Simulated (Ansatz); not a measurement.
The structure below was relaxed with Ansatz (a first-principles code) r2SCAN, without spin-orbit coupling.

```yaml
crystal:
  lattice:
    - [4.86515, 0.00000, 0.00000]
    - [0.00000, 4.86515, 0.00000]
    - [0.00000, 0.00000, 4.86515]
  atoms:
    - { symbol: Ru, position: [0.15147, 0.15147, 0.15147] }
    - { symbol: Ru, position: [0.65147, 0.34853, 0.84853] }
    - { symbol: Ru, position: [0.84853, 0.65147, 0.34853] }
    - { symbol: Ru, position: [0.34853, 0.84853, 0.65147] }
    - { symbol: Ir, position: [0.84861, 0.84861, 0.84861] }
    - { symbol: Ir, position: [0.34861, 0.65139, 0.15139] }
    - { symbol: Ir, position: [0.15139, 0.34861, 0.65139] }
    - { symbol: Ir, position: [0.65139, 0.15139, 0.34861] }
```

Problem. Find the space group and the Wyckoff positions.

Solution. Space group P2₁3 (No. 198); a = b = c = 4.865 Å, α = β = γ = 90.00°

```
atom  site  symmetry       x       y       z
----  ----  --------  ------  ------  ------
Ru      4a       .3.  0.1515  0.1515  0.1515
Ir      4a       .3.  0.8486  0.8486  0.8486
```

Problem. Describe the coordination.

Solution. The crystal has 8 atoms in its conventional cell. Cell: a = 4.8652 Å, b = 4.8652 Å, c = 4.8652 Å, α = 90.00°, β = 90.00°, γ = 90.00°. Ru is surrounded by 7 Ir at 2.552–2.615 Å and 6 Ru at 3.001 Å. Ir is surrounded by 7 Ru at 2.552–2.615 Å and 6 Ir at 3.001 Å. (Neighbours: up to the widest gap in distance over summed covalent radii, below 1.35, at either atom.)

Whether these cells are dynamically stable was not tested. All final runs are without spin polarisation. The cell was made from RuSi by this change: Si → Ir; the result is a hypothetical phase, not in the database extracts checked.
